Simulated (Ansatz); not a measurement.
# By hand: formation energy of the neutral Be_i in AlN (wurtzite, P6₃mc)

Subject: the formation energy of the neutral Be_i in AlN (wurtzite, P6₃mc). Reaction: Be (hcp) + 36 AlN (wurtzite) → cell A.

A: a supercell of 72 sites of AlN (wurtzite, P6₃mc) with Be off the lattice sites (3 N at 1.78 Å); spin state with PBE: run without spin.

Method: Ansatz (a first-principles code), PAW, neutral cells at 0 K with nuclei at rest, on structures from PBE. Ansatz runs with its default PAW set. Other levels take these structures. The lattices are those relaxed with PBE, so at other levels the solids can be strained, which adds to the spread. Larger cells are relaxed from a start prepared with the learned potential CHGNet, on a coarser mesh till forces fall under 0.03 eV/Å, which some starts already meet. A dispersion term (D3(BJ), or D4 for r2SCAN) was computed beside these levels and is taken off wherever the name lacks it. Mesh and cell size may move defect energies by 0.1 eV or more. The value holds for the reservoirs listed; other chemical potentials shift it. Cell A has symmetry P3m1 within 0.02 Å and got no random move, so less symmetric positions, which may lie lower, weren't tried.

Total energies of the cells in eV, at zero smearing width. They compare only within one column; the weights balance every element.

```
cell            atoms  weight        r2SCAN           LDA
--------------  -----  ------  ------------  ------------
A: AlN:Be_i        73      +1  -33513.21239  -32117.58663
Be (hcp)            2    −1/2    -186.67522    -176.45726
AlN (wurtzite)     72      −1  -33425.21209  -32034.03699
```

r2SCAN: (-33513.21239) − 1/2 × (-186.67522) − (-33425.21209) = 5.337 eV.

LDA: (-32117.58663) − 1/2 × (-176.45726) − (-32034.03699) = 4.679 eV.

What follows from the r2SCAN value: With the reservoirs of the reaction as written, and without entropy terms or charged states, the share of sites that hold the defect in equilibrium is exp(−5.34 eV/k_BT) = 1.2×10^-27 at 1000 K.
